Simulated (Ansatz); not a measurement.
SnO$_{2}$ (P4_2/mnm) under biaxial stress in the c plane (compression positive): hole conductivity mass by PBE, rigid bands (plane waves, PAW, scalar-relativistic; Ansatz, a program for electronic structure). The unloaded cell, whose axes the loads refer to:

```yaml
crystal:
  lattice:
    - [4.76912, 0.00000, 0.00000]
    - [0.00000, 4.76912, 0.00000]
    - [0.00000, 0.00000, 3.21204]
  atoms:
    - { symbol: Sn, position: [0.00000, 0.00000, 0.00000] }
    - { symbol: Sn, position: [0.50000, 0.50000, 0.50000] }
    - { symbol: O, position: [0.30627, 0.30627, 0.00000] }
    - { symbol: O, position: [0.69373, 0.69373, 0.00000] }
    - { symbol: O, position: [0.80627, 0.19373, 0.50000] }
    - { symbol: O, position: [0.19373, 0.80627, 0.50000] }
```

| biaxial stress in the c plane (compression positive) (GPa) | volume per atom (Å³) | hole conductivity mass (mₑ) |
|---|---|---|
| -6 | 12.55 | ? |
| -4 | 12.41 | 1.63 |
| -2 | 12.29 | 1.61 |
| 0 | 12.18 | 1.60 |
| 2 | 12.07 | 1.59 |
| 4 | 11.97 | 1.57 |
| 6 | 11.88 | 1.56 |

**Question.** Fit a straight line to ln(hole conductivity mass) against the load over the rows given, and predict the row at -6 GPa.

**Answer.** The means are x̄ = 1.000 GPa and ȳ = 0.4657; Σ(x − x̄)(y − ȳ) = -0.3012 and Σ(x − x̄)² = 70.00, so the slope is -0.430 % per GPa, and the rows given lie within 0.24 % of the line. At -6 GPa the line gives 1.64 mₑ; the calculation gives 1.65 mₑ, 0.49 % from it.

Masses are for dilute carriers at 300 K, harmonic means over directions unless an axis is named. Spin-orbit coupling is left out. Stresses and pressures are the targets of the relaxation. The structure type is held at every load. Geometry: cell and atoms relaxed with PBEsol.
